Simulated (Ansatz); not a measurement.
System: Os-vacancy pair (Os on one host Cu site, one Cu site vacant) in fcc Cu (neutral cell). Computed with PBE, PAW (plane waves to 420 eV; Ansatz, a program for electronic structure).

32-site cell at the relaxed PBE lattice, a 2×2×2 k-point mesh shifted by half a step, smearing 0.10 eV, spin-restricted, no finite-size correction. Static, classical nuclei. Spin-orbit coupling is left out. Forms of the defect that were not tried may lie lower.

Barriers: single points on a 4×4×4 k-point mesh shifted by half a step at the bands' geometries.

The step: direct exchange of Os with the vacancy (Os-vacancy distance between ideal sites 2.57 Å throughout); the atom moves 2.49 Å along (0.00, 0.48, 0.48) of the unit cell; the moving atom starts with neighbours 4 Cu at 2.55, 3 Cu at 2.58, 4 Cu at 2.61 Å and ends with 4 Cu at 2.55, 3 Cu at 2.58, 4 Cu at 2.61 Å.

### Question
What is the computed migration barrier of this step (PBE, PAW)?

### Answer
127 kJ/mol, the same both ways. At the saddle the moving atom has neighbours 4 Cu at 2.45, 4 Cu at 2.76 Å. The program found a first-order saddle point.
